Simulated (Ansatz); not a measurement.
Given:

```
Ga2O3
1.0
    5.17149     0.00000     0.00000
    2.58575     4.47864     0.00000
    2.58575    -1.49288     4.47211
Ga O
4 6
Direct
  0.71428   0.64286   0.92857
  0.71428   0.14286   0.42857
  0.28572   0.35714   0.07143
  0.28572   0.85714   0.57143
  0.50000   0.44724   0.25000
  0.80276   0.75000   0.25000
  0.50000   0.55276   0.75000
  0.80276   0.94724   0.75000
  0.19724   0.25000   0.75000
  0.19724   0.05276   0.25000
```

No spin polarisation.

Calculations: plane-wave PAW DFT at the PBE level (Ansatz, a quantum-chemistry and plane-wave program, 420 eV), without spin-orbit coupling. Γ-centred 8×8×8 mesh, Fermi–Dirac width 0.05 eV.

Problem. Predict the space group and electron mass.

Solution. 
- Space group = R-3c (No. 167)
- Electron mass = 0.19 mₑ (at Γ)

The levels and masses belong to the bands next to the band gap. The cells carry an imposed strain or load. Effective masses come from finite differences of ±0.01 Å⁻¹. No phonon test of stability was made. The cell was made from Ga2O3 in the corundum structure (space group R-3c, No. 167) by this change: biaxial strain +2.25 %, plane normal [001], relaxed out of plane.
